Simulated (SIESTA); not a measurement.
SIESTA run on Rb₃Cd (Pm-3m, 4 atoms in the cell): self-consistent single point.

Method of the run: GGA PBEsol, numerical atomic orbitals DZP, PseudoDojo PBEsol standard norm-conserving potentials (rewritten from UPF to PSML) (SIESTA 5.4.2).

The change in words: lattice scaled by 0.98. Reference geometry:
```
CELL_PARAMETERS angstrom
      6.43244     0.00000     0.00000
      0.00000     6.43244     0.00000
      0.00000     0.00000     6.43244
ATOMIC_POSITIONS crystal
  Rb 0.00000 0.50000 0.50000
  Rb 0.50000 0.00000 0.50000
  Rb 0.50000 0.50000 0.00000
  Cd 0.00000 0.00000 0.00000
```

Reference input (self-consistent single point, DFT, GGA PBEsol, numerical atomic orbitals DZP, PseudoDojo PBEsol standard norm-conserving potentials (rewritten from UPF to PSML)): XC.functional = GGA; XC.authors = PBEsol; potentials = PseudoDojo PBEsol standard; PAO.BasisSize = DZP; PAO.EnergyShift = 0.01 Ry; MeshCutoff = 300 Ry; kgrid.MonkhorstPack = 4 4 4; OccupationFunction = FD; ElectronicTemperature = 1160.45 K; MaxSCFIterations = 150; SCF.Mixer.Method = Broyden; SCF.Mixer.Weight = 0.2. This run's input differs from it in these lines:

```diff
@@ -12,5 +12,5 @@
 %block LatticeVectors
-     6.432438000    0.000000000    0.000000000
-     0.000000000    6.432438000    0.000000000
-     0.000000000    0.000000000    6.432438000
+     6.303789000    0.000000000    0.000000000
+     0.000000000    6.303789000    0.000000000
+     0.000000000    0.000000000    6.303789000
 %endblock LatticeVectors
@@ -18,5 +18,5 @@
 %block AtomicCoordinatesAndAtomicSpecies
-     0.000000000    3.216219000    3.216219000  1
-     3.216219000    0.000000000    3.216219000  1
-     3.216219000    3.216219000    0.000000000  1
+     0.000000000    3.151894500    3.151894500  1
+     3.151894500    0.000000000    3.151894500  1
+     3.151894500    3.151894500    0.000000000  1
      0.000000000    0.000000000    0.000000000  2
```

Output, abridged:

```
        iscf     Eharris(eV)        E_KS(eV)     FreeEng(eV)     dDmax    Ef(eV) dHmax(eV)
   scf:    1    -6965.118004    -6968.667626    -6968.784533  0.476807 -2.287259  9.748177
   scf:    2    -6970.607217    -6969.731376    -6969.851294  0.198169 -2.373681  5.004205
   scf:    3    -6970.422674    -6970.156969    -6970.278894  0.204892 -2.470859  0.762115
   scf:    4    -6970.195237    -6970.183085    -6970.305095  0.057976 -2.513796  0.470628
   scf:    5    -6970.179649    -6970.184608    -6970.306320  0.038872 -2.519472  0.459798
   [... 9 lines left out ...]
   scf:   15    -6970.187280    -6970.187280    -6970.309329  0.000019 -2.533175  0.000259
   scf:   16    -6970.187280    -6970.187280    -6970.309329  0.000014 -2.533204  0.000205
   scf:   17    -6970.187280    -6970.187280    -6970.309329  0.000011 -2.533227  0.000163
   scf:   18    -6970.187280    -6970.187280    -6970.309329  0.000008 -2.533245  0.000130
SCF Convergence by DM+H criterion
max |DM_out - DM_in|         :     0.0000083211
max |H_out - H_in|      (eV) :     0.0001301198
SCF cycle converged after 18 iterations

Using DM_out to compute the final energy and forces

siesta: E_KS(eV) =            -6970.1873

siesta: E_KS - E_eggbox =     -6970.1873

siesta: Atomic forces (eV/Ang):
     1    0.000000   -0.000000   -0.000000
     2   -0.000000   -0.000000   -0.000000
     3    0.000000   -0.000000    0.000000
     4    0.000000   -0.000000   -0.000000
   Tot    0.000000   -0.000000   -0.000000
   Max    0.000000
   Res    0.000000    sqrt( Sum f_i^2 / 3N )
   Max    0.000000    constrained

Stress tensor Voigt[x,y,z,yz,xz,xy] (kbar):       -3.45       -3.45       -3.45        0.00        0.00        0.00
(Free)E + p*V (eV/cell)    -6969.7700
   [... lines left out ...]
siesta: FreeEng =     -6970.309329
   [... lines left out ...]
siesta:    -0.002153    0.000000    0.000000
siesta:     0.000000   -0.002153    0.000000
siesta:     0.000000    0.000000   -0.002153

siesta: Cell volume =        250.498428 Ang**3

siesta: Pressure (static):
siesta:                Solid            Molecule  Units
siesta:           0.00002345          0.00002345  Ry/Bohr**3
siesta:           0.00215313          0.00215313  eV/Ang**3
siesta:           3.44969381          3.44969382  kBar
```

The run converged in 18 iterations. Against the reference run the free energy rises by 3.4 meV/atom and the pressure goes from -0.05 to 0.34 GPa.

The starting cell comes from a database of computed structures (which also holds hypothetical and non-ambient phases and stackings), without a prior relaxation at this level. Its lattice was rescaled by a random factor within 2.5 % of one. For this run, on top of that: lattice scaled by 0.98. Values carry the incompleteness of an atom-centred basis.

Cost on one core of a shared machine: roughly 50 s.
